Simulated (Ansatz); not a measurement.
# BeS (model structure, started from the NiAs type, P6₃/mmc, No. 194, 4 atoms in the cell)

Level of theory: LDA in Ansatz (plane waves, PAW).

Settings: plane-wave cutoff 520 eV, 12×12×8 k mesh (along the axes of the cell as run), Fermi–Dirac smearing 0.01 eV, scalar-relativistic PAW data made under PBE.

Cell (relaxed at this level):

```cif
data_Be2S2
_chemical_formula_sum 'Be2 S2'
_space_group_name_H-M_alt 'P63/mmc'
_space_group_IT_number 194
_space_group_name_Hall '-P 6c 2c'
_cell_length_a 3.24719
_cell_length_b 3.24719
_cell_length_c 5.16622
_cell_angle_alpha 90.000
_cell_angle_beta 90.000
_cell_angle_gamma 120.000
loop_
_atom_site_label
_atom_site_type_symbol
_atom_site_symmetry_multiplicity
_atom_site_Wyckoff_symbol
_atom_site_fract_x
_atom_site_fract_y
_atom_site_fract_z
_atom_site_occupancy
Be1 Be 2 a 0.00000 0.00000 0.00000 1
S1 S 2 c 0.33333 0.66667 0.25000 1
```

| Quantity | Value |
|---|---|
| band gap | 1.41 eV (on the SCF k mesh) |
| bulk modulus B0 | 120 GPa |

Note: the bulk modulus is −V dP/dV from two relaxed cells at ±2 % in volume; the relaxation could raise the start's symmetry but not lower it, so the cell can be a saddle point.

The computed numbers hold no vibrational or temperature effects.

The result took about 18 core-seconds (a rough figure).

A model structure was made by putting elements into a prototype or built by hand; it is no filed structure, need not be a known phase, and can be a saddle point held by its symmetry.

Ansatz is a program for electronic structure.
